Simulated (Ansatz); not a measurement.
A computed series for Ir: response to strain

Start from Ir in the fcc (Cu type) structure (space group Fm-3m, No. 225; relaxed with 0.1 eV smearing).

```xyz
1
Lattice="0.0000 1.9155 1.9155 1.9155 0.0000 1.9155 1.9155 1.9155 0.0000" Properties=species:S:1:pos:R:3 pbc="T T T"
Ir     0.0000     0.0000     0.0000
```

Cartesian axes are those of the cell as printed.

Strains are applied to the cell and any free atomic positions relax; under biaxial strain the out-of-plane vector relaxes too.

Calculations: DFT with PBEsol, PAW potentials and a 420 eV plane-wave cutoff in Ansatz (a first-principles code), no SOC.

Notes on the quantities. pressure: mean of the normal stresses, compression positive.

| variant | pressure | shortest interatomic distance | out-of-plane strain |
|---|---|---|---|
| base | 0.0 GPa | 5.119 bohr | – |
| biaxial strain −3.00 %, plane normal [001], relaxed out of plane | 16.1 GPa | 4.966 bohr | … |
| biaxial strain −2.50 %, plane normal [001], relaxed out of plane | 13.1 GPa | 4.991 bohr | +2.06 % |
| biaxial strain −2.00 %, plane normal [001], relaxed out of plane | 10.2 GPa | 5.017 bohr | +1.64 % |
| biaxial strain −1.00 %, plane normal [001], relaxed out of plane | … | … | +0.81 % |
| biaxial strain −0.50 %, plane normal [001], relaxed out of plane | 2.4 GPa | 5.094 bohr | +0.40 % |
| biaxial strain +0.50 %, plane normal [001], relaxed out of plane | -2.3 GPa | 5.122 bohr | -0.40 % |
| biaxial strain +1.00 %, plane normal [001], relaxed out of plane | -4.4 GPa | 5.125 bohr | -0.79 % |
| biaxial strain +2.00 %, plane normal [001], relaxed out of plane | -8.3 GPa | 5.131 bohr | -1.57 % |
| biaxial strain +3.00 %, plane normal [001], relaxed out of plane | … | 5.138 bohr | -2.35 % |

What belongs in the blanks?


- biaxial strain −3.00 %, plane normal [001], relaxed out of plane, out-of-plane strain: +2.49 %
- biaxial strain −1.00 %, plane normal [001], relaxed out of plane, pressure: 4.9 GPa
- biaxial strain −1.00 %, plane normal [001], relaxed out of plane, shortest interatomic distance: 5.068 bohr
- biaxial strain +3.00 %, plane normal [001], relaxed out of plane, pressure: -11.9 GPa

Stability against distortions was not tested. The final runs are not spin-polarised.
